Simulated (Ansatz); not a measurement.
Pressure series in VO2

Consider VO₂ in the rutile structure (space group P4_2/mnm, No. 136; a = 4.5372 Å, c = 2.8031 Å; ferromagnetic).

Cell and atoms are relaxed at each pressure.

All numbers come from PBEsol/PAW in Ansatz (a program for electronic structure), spin-orbit coupling left out, earlier PAW set.

```tsv
pressure (GPa)	volume per atom (Å³/atom)
-2	9.697
0	9.618
0.9	?
2.1	9.538
4.5	9.452
9	9.301
15	9.117
22.5	8.911
30	8.727
```

Problem. Fit the third-order Birch–Murnaghan form P(V) = (3B₀/2)[(V₀/V)^(7/3) − (V₀/V)^(5/3)]·[1 + (3/4)(B₀′ − 4)((V₀/V)^(2/3) − 1)] (squares taken in P) to the rows shown and predict the withheld row.

Solution. Least squares on the printed values gives V₀ = 9.618 Å³/atom, B₀ = 249 GPa, B₀′ = 4.4; this predicts 9.583 Å³/atom, and the run gives 9.583 Å³/atom, in agreement.

Other magnetic orders, which the real material may have, were not ruled out. Load acts through the strain it causes; cell and atoms are relaxed under it. Stability against distortions was not tested. Competing high-pressure phases were not computed. No Hubbard U is applied, and correlation can decide whether such a compound is a metal. The base started in Pnnm and relaxed to P4_2/mnm at this level.
